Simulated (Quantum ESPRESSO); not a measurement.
Troubleshooting Quantum ESPRESSO: a failed run on Sr3Sn2S7 (Pbam, 24 atoms in the cell). The aim is a self-consistent single point with DFT, PBEsol, plane waves, PseudoDojo standard norm-conserving (PBESOL) pseudopotentials.

This input was run:

```fortran
&control
 calculation = 'scf'
 prefix = 'sr3sn2s7'
 outdir = './tmp'
 pseudo_dir = './'
 tprnfor = .true.
 tstress = .true.
/
&system
 ibrav = 0
 nat = 24
 ntyp = 3
 ecutwfc = 75
 occupations = 'smearing'
 smearing = 'fermi-dirac'
 degauss = 0.0036749
/
&electrons
 conv_thr = 1.0d-9
 mixing_beta = 0.7
/
ATOMIC_SPECIES
Sr    87.6200  Sr.upf
Sn   118.7100  sn_pbe_v1.4.uspp.F.UPF
S     32.0600  S.upf
ATOMIC_POSITIONS crystal
Sr    0.1152300000    0.1510400000    0.5000000000
Sr    0.8847700000    0.8489600000    0.5000000000
Sr    0.6152300000    0.3489600000    0.5000000000
Sr    0.3847700000    0.6510400000    0.5000000000
Sr    0.0000000000    0.5000000000    0.5000000000
Sr    0.5000000000    0.0000000000    0.5000000000
Sn    0.2827800000    0.3960200000    0.0000000000
Sn    0.7172200000    0.6039800000    0.0000000000
Sn    0.7827800000    0.1039800000    0.0000000000
Sn    0.2172200000    0.8960200000    0.0000000000
S     0.3514000000    0.2994200000    0.5000000000
S     0.6486000000    0.7005800000    0.5000000000
S     0.8514000000    0.2005800000    0.5000000000
S     0.1486000000    0.7994200000    0.5000000000
S     0.0840500000    0.3241800000    0.0000000000
S     0.9159500000    0.6758200000    0.0000000000
S     0.5840500000    0.1758200000    0.0000000000
S     0.4159500000    0.8241800000    0.0000000000
S     0.2960600000    0.0686200000    0.0000000000
S     0.7039400000    0.9313800000    0.0000000000
S     0.7960600000    0.4313800000    0.0000000000
S     0.2039400000    0.5686200000    0.0000000000
S     0.0000000000    0.0000000000    0.0000000000
S     0.5000000000    0.5000000000    0.0000000000
K_POINTS automatic
2 2 5  1 1 1
CELL_PARAMETERS angstrom
  11.2624340000     0.0000000000     0.0000000000
   0.0000000000    12.5582650000     0.0000000000
   0.0000000000     0.0000000000     3.9164980000
```

The program printed (abridged):

```
           3          10

 %%%%%%%%%%%%%%%%%%%%%%%%%%%%%%%%%%%%%%%%%%%%%%%%%%%%%%%%%%%%%%%%%%%%%%%%%%%%%%
     Error in routine set_dft_from_name (4):
      conflicting values for igcx
 %%%%%%%%%%%%%%%%%%%%%%%%%%%%%%%%%%%%%%%%%%%%%%%%%%%%%%%%%%%%%%%%%%%%%%%%%%%%%%

     stopping ...
```

Read the log: what does the program object to, and what is the fix?

The fault is potentials made for another functional; here the program stops on it instead of giving results. To fix it, use potentials made for the functional of the run. The program stopped before any SCF iteration.

An input that runs soundly differs in these lines (not the only fix; some lines may just follow from the change or write a value another way):
```diff
-Sn   118.7100  sn_pbe_v1.4.uspp.F.UPF
+Sn   118.7100  Sn.upf
```

With that input, the run converged in 12 iterations: free energy E − TS -18373.5971 eV; top of the valence band (on the code's own zero) 7.17 eV; gap on the k-point mesh 1.49 eV; pressure 3.34 GPa; largest force (vector length) 0.807 eV/Å (DFT, PBEsol, plane waves, PseudoDojo standard norm-conserving (PBESOL) pseudopotentials).

On the sound input: the starting cell comes from a database of computed structures (which also holds hypothetical and non-ambient phases and stackings), without a prior relaxation at this level. Its lattice was rescaled by a random factor within 2.5 % of one. With a pressure of about 3 GPa the cell is away from its equilibrium volume at this level. The shifted mesh does not hold Γ, so a gap read on it misses any band edge there.
